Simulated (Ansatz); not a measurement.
By PBEsol, the system below comes out a metal.

The ballistic (Sharvin) conductance counts the channels at the Fermi level: G/A = (e²/h) × channels of both spins per area.

Consider the following.

```yaml
crystal:
  lattice:
    - [4.26810, 0.00000, 0.00000]
    - [0.00000, 4.69010, 0.00000]
    - [0.00000, 2.34505, 1.35392]
  atoms:
    - { symbol: Ru, position: [0.75000, 0.66667, 0.00000] }
    - { symbol: Ru, position: [0.25000, 0.33333, 0.00000] }
```

The cell is taken as given; by PBEsol it stands under a pressure of -5.7 GPa.

The current flows along the normal of the first two printed cell vectors, the (110) plane of the conventional cell. No spin-orbit coupling; the value is a mean over 0.1 eV about the Fermi level.

### Question
State the ballistic conductance per area according to Ansatz (an electronic-structure program) with PBEsol.

### Answer
1.5 × 10¹⁵ S/m² for both spins.
